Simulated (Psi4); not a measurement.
Psi4 1.11, PBE/def2-svp: Ti(F)2(OH)2(NH3) ([NH3]->[Ti]([OH])([OH])([F])[F]), 11 atoms. The geometry is a generated start, not checked to be a minimum at this level.

task: energy
method: pbe
basis: def2-svp
memory: 3 GB
maxiter: 100
keys of the molecule block: symmetry c1
scf_type: df (default)
guess: auto, which took SAD (default)
scf_initial_accelerator: adiis (default)
e_convergence: 1e-06 (default)
d_convergence: 1e-06 (default)
dft_radial_points: 75 (default)
dft_spherical_points: 302 (default)
basis functions: 126
grid points: 237557

```xyz
11

Ti     0.0884     0.5247     0.5222
F      0.7959     1.7451     1.5575
F     -1.5572     0.5965     1.0950
O      0.4882     1.2940    -0.9906
H      0.9086     2.1582    -1.0297
O      1.0969    -0.7956     1.0477
H      1.8138    -0.6501     1.6722
N     -0.8090    -1.0416    -0.8230
H     -0.6104    -1.9564    -0.4237
H     -0.4006    -0.9743    -1.7520
H     -1.8147    -0.9005    -0.8756
```

Charge 0 and multiplicity 1 are set for this test and not shown to be the ground state.

One run each on 2 threads. Values of diis_max_vecs tried: 3, 6, 10 (default), 20.

Q: Predict the course of the SCF iterations along this series.

A: Fewest SCF iterations, within one of each other: 6 with 11, 10 (default) with 11, 20 with 11. The run ends without SCF convergence in 100 iterations at 3.

```
diis_max_vecs  SCF iterations             end
-------------  --------------  --------------
3                         100  no convergence
6                          11   same solution
10 (default)               11   same solution
20                         11   same solution
```
